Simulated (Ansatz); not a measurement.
Results of r²SCAN+rVV10 (Ansatz, an electronic-structure program, PAW) for CuI (R-3m, No. 166, 4 atoms in the cell; start mp-23306; a measured phase of this formula has another space group).

Run with plane-wave cutoff 560 eV, 14×14×14 k mesh, Fermi–Dirac smearing 0.05 eV, no spin polarisation, scalar-relativistic PAW data made under PBE.

Cell (relaxed at this level):

```cif
data_Cu2I2
_chemical_formula_sum 'Cu2 I2'
_space_group_name_H-M_alt 'P 1'
_space_group_IT_number 1
_cell_length_a 7.22960
_cell_length_b 7.22960
_cell_length_c 7.22960
_cell_angle_alpha 35.053
_cell_angle_beta 35.053
_cell_angle_gamma 35.053
loop_
_space_group_symop_operation_xyz
  'x, y, z'
loop_
_atom_site_label
_atom_site_type_symbol
_atom_site_fract_x
_atom_site_fract_y
_atom_site_fract_z
_atom_site_occupancy
Cu1 Cu 0.12311 0.12311 0.12311 1
Cu2 Cu 0.87689 0.87689 0.87689 1
I1 I 0.00000 0.00000 0.00000 1
I2 I 0.50000 0.50000 0.50000 1
```

### Question
Estimate the band gap that the calculation returns.

### Answer

- band gap = 0.07 eV (under three smearing widths, so not firm)

Note: the relaxation could not lower the start's symmetry, so the cell can be a saddle point above a distorted one.

Spin–orbit coupling is not included; it can close the smallest gap of 0.07 eV.

Computed values are for the static lattice.

Cost on a shared machine: around 6 core-minutes (rough).

A start named mp-… is a Materials Project structure, which need not be a measured phase.
